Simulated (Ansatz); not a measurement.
## Band gap of SrZrS3 (model structure, from the cubic perovskite type, Pm-3m, No. 221) at several levels of theory

No measured value is used here.

```json
[
 {"level (code)": "LDA (Ansatz)", "value (eV)": "0.28"},
 {"level (code)": "PBE+SOC (Ansatz)", "value (eV)": "0.38 (indirect)"},
 {"level (code)": "PBEsol+SOC (Ansatz)", "value (eV)": "0.28 (indirect)"},
 {"level (code)": "HSE06+SOC (Ansatz)", "value (eV)": "1.07 (indirect)"},
 {"level (code)": "PBE0 (Ansatz)", "value (eV)": "[?]"}
]
```

Complete the blanks.


- PBE0 (Ansatz, a quantum-chemistry and plane-wave program), value (eV): 1.78

Computed values are for a static lattice. Levels without +SOC have no spin–orbit coupling; where heavier elements are present it shifts gaps, mostly down, and can invert bands.  Values are at the PBEsol cell. Cutoffs and k meshes differ between the levels. Ansatz's density-functional and Hartree–Fock values are scalar-relativistic unless marked +SOC, with PAW data made under PBE.

A model structure was made by putting elements into a prototype or built by hand; it is no filed structure, need not be a known phase, and can be a saddle point held by its symmetry.
